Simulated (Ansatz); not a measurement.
The starting structures come from a database of crystals and need not be the phases stable at ambient conditions.

 Where the default PAW files enter, the runs use the earlier of Ansatz's two default sets.

Inside the gap of an insulator the Bloch states are evanescent, with a wavenumber k + iκ along the transport direction.

```xyz
4
Lattice="5.5286 0.0000 0.0000 2.7643 6.1754 0.0000 2.7643 -1.2374 2.4719" Properties=species:S:1:pos:R:3 pbc="T T T"
Zn     6.9107     4.3867     0.6503
Zn     6.9107     0.5513     1.8216
Se     5.5286     2.4690     1.2359
S      2.7643     0.0000     0.0000
```

Space group of this cell: P-4m2. The cell is taken as given.

Transport runs along the normal of the first two printed cell vectors, the (111) plane of the conventional cell.

The gap is the functional's own. No spin-orbit coupling. Mid-gap values are interpolated on the energy grid.

Q: Give the band gap and the smallest decay constant κ at mid-gap that r2SCAN run with Ansatz (a program for electronic structure) yields.

A: Gap 2.16 eV on a 12×12×12 mesh; κ = 0.146 1/Å, at the zone centre.
